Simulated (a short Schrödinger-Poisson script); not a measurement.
System: MOS inversion layer, SiO2 on p-type Si(100), at 400 K.

```tsv
layer	material	thickness (nm)	Na (cm⁻³)
1	SiO2	3.1	-
2	Si	1400	1e17
```

Constants are typed, rounded textbook-type inputs, not results; the design itself was drawn at random and stands for no fabricated device. SiO2: permittivity 3.9, conduction-band edge (eV) 3.15, gap (eV) 9, electron mass (mₑ) 0.5. Si: permittivity 11.7, conduction-band edge (eV) 0, gap (eV) 1.124, Nv at 300 K (cm⁻³) 3.1e19.

Channel valleys (confinement mass, in-plane density-of-states mass, number): Δ2 0.916, 0.19, 2; Δ4 0.19, 0.417, 4. At the gate the conduction-band edge of layer 1 lies 3.71 eV − eVg above the Fermi level of the channel; the field vanishes at the back. Gaps are held at their typed values at every temperature. Mesh 0.03 nm at interfaces.

Solved with a short Schrödinger-Poisson script written for these runs: 1D Poisson equation in equilibrium, electrons quantum, Hartree (BenDaniel-Duke, 12 states a valley, the channel's in-plane mass for all, wave functions free to enter the dielectric), parabolic valleys, classical holes, full ionisation, no traps, pinning or gate leakage.

At Vg = 2.2 V the centroid of the electrons lies 1.81 nm from the interface.

### Question
Estimate the gate capacitance as the dielectric in series with that distance, and compare.

### Answer
The dielectric alone has 1.11 μF/cm²; in series with 1.81 nm of the channel's permittivity, 0.933 μF/cm²; the run gives 0.986 μF/cm². The estimate leaves out the density-of-states capacitance and the centroid's move with voltage.
